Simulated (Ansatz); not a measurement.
**FeO under a change: pressure 7.5 GPa**

Base system: FeO in the rock salt structure (space group Fm-3m, No. 225; a = 4.2458 Å; ferromagnetic).

Modification: cell and atoms relaxed at a pressure of 7.5 GPa.

The values are results of PBEsol (Ansatz, a quantum-chemistry and plane-wave program), no spin-orbit coupling, not measurements. Settings: 15×15×15 k-points, 0.05 eV Fermi–Dirac smearing.

```tsv
quantity	base	changed	shift
volume per atom	9.57 Å³	9.25 Å³	-0.32 Å³
density	6.23 g/cm³	6.45 g/cm³	+0.215 g/cm³
enthalpy H = E + PV relative to the base's energy	–	+0.44 eV/atom	–
band gap	zero	zero	–
magnetic state	ferromagnetic	ferromagnetic	–
largest site moment	3.42 μB	3.40 μB	-0.02 μB
```

Cost of the whole job for the changed cell (relaxation, final SCF and bands): very roughly 26 core-seconds.

Load acts through the strain it causes; cell and atoms are relaxed under it. No phonon test of stability was made. No other phases were tried under pressure. No Hubbard U is applied and the magnetic state is the run's own (FeO ferromagnetic); small cells can't hold the antiferromagnetic order that many such compounds have, so gaps and moments can be off. The base started in P-1 and relaxed to Fm-3m at this level. In its common phase, real FeO is an antiferromagnetic insulator at low temperature.
